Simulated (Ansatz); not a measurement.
# CaO with two functionals, pressure 30 GPa

Base system: CaO in the rock salt structure (space group Fm-3m, No. 225; a = 4.831 Å).

(Cell as relaxed with PBE.)

Levels (all Ansatz, a quantum-chemistry and plane-wave program, PAW): PBE (420 eV, scalar-relativistic without spin-orbit coupling); r2SCAN (500 eV, no spin-orbit coupling).

Each level relaxes its own structure.

```csv
base,PBE,r2SCAN
volume per atom,14.09 Å³,13.78 Å³
lattice parameter a,4.831 Å,4.795 Å
band gap,3.66 eV,4.20 eV
```

The change: a hydrostatic pressure of 30 GPa.

```json
[
 {"quantity": "hole mass (degenerate bands, along [100])", "PBE": "0.32, 2.8, 2.8 mₑ (at Γ)", "r2SCAN": "…"},
 {"quantity": "lattice parameter a", "PBE": "4.536 Å", "r2SCAN": "…"},
 {"quantity": "gap character", "PBE": "indirect, Γ → X", "r2SCAN": "…"},
 {"quantity": "band gap", "PBE": "3.53 eV", "r2SCAN": "…"}
]
```

Q: Predict the r2SCAN column.

A: 
- hole mass (degenerate bands, along [100]), r2SCAN: 0.31, 2.2, 2.2 mₑ (at Γ)
- lattice parameter a, r2SCAN: 4.522 Å
- gap character, r2SCAN: indirect, Γ → X
- band gap, r2SCAN: 4.07 eV

PBE's lattice parameter a lies 0.014 Å above r2SCAN's (0.3 %); PBE's band gap lies 0.54 eV below r2SCAN's; the two agree on the gap character. Neither level is exact; r2SCAN is the comparison here, not a measurement.

Load acts through the strain it causes; cell and atoms are relaxed under it. Effective masses come from finite differences of ±0.01 Å⁻¹. No phonon test of stability was made. No other phases were tried under pressure.
